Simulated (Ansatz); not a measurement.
Consider MgB$_{2}$ (space group P6/mmm, No. 191; a = 3.064 Å, c = 3.498 Å; relaxed with 0.1 eV smearing).

The values are results of PBEsol/PAW in Ansatz (a program for electronic structure), spin-orbit coupling left out, not measurements.

Strains are applied to the cell and any free atomic positions relax.

One change was made to it. Results:

```csv
quantity,base,after
"pressure (mean of the normal stresses, compression positive)",0.0 GPa,-2.3 GPa
energy relative to the base (free energy F),0 meV/atom,+1.0 meV/atom
band gap,zero,zero
```

Task: Which change produced these results?
A. isotropic strain −3.00 %
B. isotropic strain +3.00 %
C. isotropic strain +2.00 %
D. isotropic strain +1.00 %
E. isotropic strain +0.50 %

Result: E, isotropic strain +0.50 %. For comparison, the energy relative to the base in the other runs: isotropic strain +1.00 % gives +4.0 meV/atom; isotropic strain +3.00 % gives +35 meV/atom; isotropic strain +2.00 % gives +16 meV/atom; isotropic strain −3.00 % gives +40 meV/atom.

Stability against distortions was not tested. The final runs are not spin-polarised.
